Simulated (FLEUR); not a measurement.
A self-consistent single point of Mo₂C (P-3m1, 3 atoms in the cell) with FLEUR.

Method: PBEsol, all-electron FLAPW (FLEUR), scalar-relativistic valence.

The change in words: lattice scaled by 0.98. Reference geometry:
```xyz
3
Lattice="3.1257 0.0000 0.0000 -1.5629 2.7070 0.0000 0.0000 0.0000 4.7447" Properties=species:S:1:pos:R:3 pbc="T T T"
Mo     0.0000     1.8046     1.1851
Mo     1.5629     0.9023     3.5596
C      0.0000     0.0000     2.3724
```

Reference input (self-consistent single point, DFT, PBEsol, all-electron FLAPW (FLEUR), scalar-relativistic valence): Kmax = 4.5 1/bohr; GmaxXC = 18 1/bohr; xcFunctional = PBEs; jspins = 1; l_soc = F; mode = gauss; fermiSmearingEnergy = 0.00367493 Htr; mesh (inpgen div1-3) = 14 14 8; inpgen gamma flag = true; Gmax = 18 1/bohr; numbands = 0; maxIterBroyd = 25. This run's input differs from it in these lines:

```diff
@@ -3,6 +3,6 @@
 &input film=f /
-1.0000000000 -0.0000000063 0.0000000000
--0.4999999946 0.8660254069 0.0000000000
-0.0000000000 0.0000000000 1.5179592951
-5.9067700201
+1.0000000000 0.0000000499 0.0000000000
+-0.5000000432 0.8660253788 0.0000000000
+0.0000000000 0.0000000000 1.5179592032
+5.7886344222
 1.0 1.0 1.0
@@ -45,5 +45,5 @@
          <bravaisMatrix>
-            <row-1>    5.9067700200999997    -0.0000000372126511     0.0000000000000000</row-1>
-            <row-2>   -2.9533849781534416     5.1154129101218233     0.0000000000000000</row-2>
-            <row-3>    0.0000000000000000     0.0000000000000000     8.9662364560288079</row-3>
+            <row-1>    5.7886344222000004     0.0000002888528577     0.0000000000000000</row-1>
+            <row-2>   -2.8943174611690075     5.0131043182204742     0.0000000000000000</row-2>
+            <row-3>    0.0000000000000000     0.0000000000000000     8.7869108951388046</row-3>
          </bravaisMatrix>
```

Output, abridged:

```
 Iteration:     1   Distance:      30.52036600 me/bohr^3
 Iteration:     2   Distance:      25.23182358 me/bohr^3
 Iteration:     3   Distance:       9.01038000 me/bohr^3
 Iteration:     4   Distance:       7.72159569 me/bohr^3
 Iteration:     5   Distance:       2.87095035 me/bohr^3
   [... 8 lines left out ...]
 Iteration:    14   Distance:       0.00015171 me/bohr^3
 Iteration:    15   Distance:       0.00001753 me/bohr^3
 Iteration:    16   Distance:       0.00001648 me/bohr^3
 Iteration:    17   Distance:       0.00000334 me/bohr^3
 Reset of history
 Run finished successfully
 Stop message:
   Structural relaxation: new displacements generated

[file out, last iteration]
             iter=     18
[...]
          total density-effective poten   -1.3242890994E+04
          total charge density-energy d   -2.4869021312E+02
 Updated energy parameters for spin:           1
[...]
 fermi energy and band-weighting factors:
    1.003848

[...]
FERMIE:
          first approx. to ef    (T=0)  :   0.587547 htr   (energy of the highest occ. eigenvalue)
          number of occ. states  (T=0)  :       2701
          first approx. to seigv (T=0)  :  -8.653309 htr
          sum of weights of occ. states :  16.004464
          sum of semicore charge        :   0.000000 e
          fermi energy=   0.58807 har   work function= -16.00226 ev
          number of valence electrons=  32.00000
   [... lines left out ...]
     k-point=  126
     k-point=  127
     k-point=  128
     k-point=  129
     k-point=  130
     k-point=  131
     k-point=  132
     k-point=  133
     k-point=  134
     k-point=  135
     k-point=  136
     k-point=  137
     k-point=  138
     k-point=  139
     k-point=  140
     k-point=  141
     k-point=  142
     k-point=  143
     k-point=  144
     k-point=  145
     k-point=  146
     k-point=  147
     k-point=  148
```

The run converged in 17 iterations. FLEUR gives forces in its relaxation mode, with a further iteration, so its stop message speaks of a relaxation. Against the reference run the total energy falls by 76.8 meV/atom and the largest force goes from 0.750 to 0.190 eV/Å.

The starting cell comes from a database of computed structures (which also holds hypothetical and non-ambient phases and stackings), without a prior relaxation at this level. Its lattice was rescaled by a random factor within 2.5 % of one. For this run, on top of that: lattice scaled by 0.98. Spin polarisation is off. Values depend on the basis (sphere radii, cutoffs, local orbitals), which need not be converged.

Cost on one core of a shared machine: roughly 7 min.
